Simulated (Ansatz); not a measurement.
**B (model structure, started from the simple cubic type, Pm-3m, No. 221, 1 atom in the cell): properties by level of theory**

```
level (code)           lattice constant a (Å)  cohesive energy (eV/atom)
---------------------  ----------------------  -------------------------
LDA (Ansatz)                            1.864                       6.04
PBE (Ansatz)                            1.885                       5.15
PBE-D3(BJ) (Ansatz)                     1.870                       5.38
r²SCAN (Ansatz)                         1.886                       4.98
r²SCAN+rVV10 (Ansatz)                   1.885                       5.11
```

Ansatz's density-functional and Hartree–Fock values are scalar-relativistic unless marked +SOC, with PAW data made under PBE.

Free atoms are spin-polarised, in the lowest state found; at levels without +SOC their spin–orbit coupling is left out.

A model structure was made by putting elements into a prototype or built by hand; it is no filed structure, need not be a known phase, and can be a saddle point held by its symmetry.

Ansatz is an electronic-structure program.
